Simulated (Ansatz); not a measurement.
System: W3Mo (model structure, started from the A15 type, Pm-3n, No. 223, 8 atoms in the cell). Method: LDA in Ansatz (plane waves, PAW).

Settings: plane-wave cutoff 520 eV, 12×12×12 k mesh, Fermi–Dirac smearing 0.05 eV, no spin polarisation, scalar-relativistic PAW data made under PBE.

Cell (relaxed at this level):

```cif
data_Mo2W6
_chemical_formula_sum 'W6 Mo2'
_space_group_name_H-M_alt 'Pm-3n'
_space_group_IT_number 223
_space_group_name_Hall '-P 4n 2 3'
_cell_length_a 4.99417
_cell_length_b 4.99417
_cell_length_c 4.99417
_cell_angle_alpha 90.000
_cell_angle_beta 90.000
_cell_angle_gamma 90.000
loop_
_atom_site_label
_atom_site_type_symbol
_atom_site_symmetry_multiplicity
_atom_site_Wyckoff_symbol
_atom_site_fract_x
_atom_site_fract_y
_atom_site_fract_z
_atom_site_occupancy
W1 W 6 c 0.00000 0.50000 0.25000 1
Mo1 Mo 2 a 0.00000 0.00000 0.00000 1
```

**Question.** Predict the bulk modulus.

**Answer.** 
- bulk modulus: 318 GPa

Note: the run has no spin polarisation, so it can have missed a magnetic state; the bulk modulus is −V dP/dV from two relaxed cells at ±2 % in volume; the relaxation could raise the start's symmetry but not lower it, so the cell can be a saddle point.

Spin–orbit coupling is not included.

A model structure was made by putting elements into a prototype or built by hand; it is no filed structure, need not be a known phase, and can be a saddle point held by its symmetry.

Ansatz is a quantum-chemistry and plane-wave program.
